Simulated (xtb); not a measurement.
xtb 6.7.1, GFN1-xTB: octafluoropropane (FC(F)(F)C(F)(F)C(F)(F)F), 11 atoms. The geometry is a generated start, not checked to be a minimum at this level.

```json
{
  "run_flags": "--grad",
  "method": "GFN1-xTB",
  "--acc": "1 (default)",
  "--etemp (K)": "300 (default)",
  "basis_functions": "44",
  "valence_electrons": "68"
}
```

```xyz
11

F      1.1072     1.1904    -1.1774
C      1.2706     0.3102    -0.1966
F      1.4770     0.9791     0.9322
F      2.3545    -0.4059    -0.4591
C      0.0232    -0.6177    -0.0713
F      0.2443    -1.5180     0.9010
F     -0.1381    -1.2915    -1.2217
C     -1.2886     0.1636     0.2508
F     -1.5496     1.0589    -0.6952
F     -2.3155    -0.6707     0.3265
F     -1.1850     0.8016     1.4107
```

One run each on 1 thread. Values of broydamp tried: 0.02, 0.05, 0.1, 0.2, 0.4 (default), 0.6, 0.8, 1.

**Question.** Which value of broydamp needs the fewest SCC iterations, and what happens away from it?

**Answer.** Fewest SCC iterations, within one of each other: 0.4 (default) with 10, 0.6 with 9, 0.8 with 10. The count rises to 17 at 0.02. All converge to one solution.

```tsv
broydamp	SCC iterations	end
0.02	17	same solution
0.05	15	same solution
0.1	15	same solution
0.2	12	same solution
0.4 (default)	10	same solution
0.6	9	same solution
0.8	10	same solution
1	12	same solution
```
